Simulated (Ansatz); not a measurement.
We consider SnS₂ (Fd-3m, No. 227, 12 atoms in the cell; start mp-1095397; a measured phase of this formula has another space group), described by LDA in Ansatz (PAW).

Numerical settings: plane-wave cutoff 500 eV, 8×8×8 k mesh, gaussian smearing 0.02 eV, scalar-relativistic PAW data made under PBE.

Cell (relaxed at this level):

```
SnS2
1.0
    0.00000     5.12239     5.12239
    5.12239     0.00000     5.12239
    5.12239     5.12239     0.00000
Sn S
4 8
Direct
  0.62500   0.12500   0.12500
  0.12500   0.12500   0.62500
  0.12500   0.62500   0.12500
  0.12500   0.12500   0.12500
  0.37320   0.87560   0.87560
  0.37440   0.37440   0.87680
  0.87560   0.37320   0.87560
  0.37440   0.37440   0.37440
  0.87560   0.87560   0.87560
  0.37440   0.87680   0.37440
  0.87560   0.87560   0.37320
  0.87680   0.37440   0.37440
```

Problem. Estimate the band gap that the calculation returns.

Solution. 
band gap: 0.91 eV (on the SCF k mesh)

Note: the relaxation could not lower the start's symmetry, so the cell can be a saddle point above a distorted one.

Spin–orbit coupling is not included.

The result took around 3 core-minutes (rough).

A start named mp-… is a Materials Project structure, which need not be a measured phase.

Ansatz is an electronic-structure program.
